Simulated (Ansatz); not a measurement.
Take ZnSnO₃ (space group R3c, No. 161) as the base.

```yaml
crystal:
  lattice:
    - [2.63902, 1.52364, 4.66974]
    - [-2.63902, 1.52364, 4.66974]
    - [0.00000, -3.04728, 4.66974]
  atoms:
    - { symbol: Zn, position: [0.29504, 0.29504, 0.29504] }
    - { symbol: Zn, position: [0.79504, 0.79504, 0.79504] }
    - { symbol: Sn, position: [0.01258, 0.01258, 0.01258] }
    - { symbol: Sn, position: [0.51258, 0.51258, 0.51258] }
    - { symbol: O, position: [0.72138, 0.11620, 0.40509] }
    - { symbol: O, position: [0.40509, 0.72138, 0.11620] }
    - { symbol: O, position: [0.11620, 0.40509, 0.72138] }
    - { symbol: O, position: [0.90509, 0.61620, 0.22138] }
    - { symbol: O, position: [0.22138, 0.90509, 0.61620] }
    - { symbol: O, position: [0.61620, 0.22138, 0.90509] }
```

Cartesian axes are those of the cell as printed.

All numbers come from Kohn–Sham DFT with the PBEsol functional, run in Ansatz (a program for electronic structure) with PAW and 420 eV plane waves, no SOC, earlier PAW set.

Before the change:

The gap character comes out as direct at Γ and the pressure is 0.00 GPa.

It is then changed as follows: biaxial strain +1.46 %, plane normal [001], relaxed out of plane (Cartesian); in-plane vectors clamped, the third vector and the atoms free.

Question: What does the calculation give for the ratio −ε⊥/ε∥, gap character and pressure after the change?

Answer: The ratio −ε⊥/ε∥ is 0.96; the gap character stays direct at Γ; the pressure (mean of the normal stresses, compression positive) goes from zero to -3.25 GPa.

Whether these cells are dynamically stable was not tested.
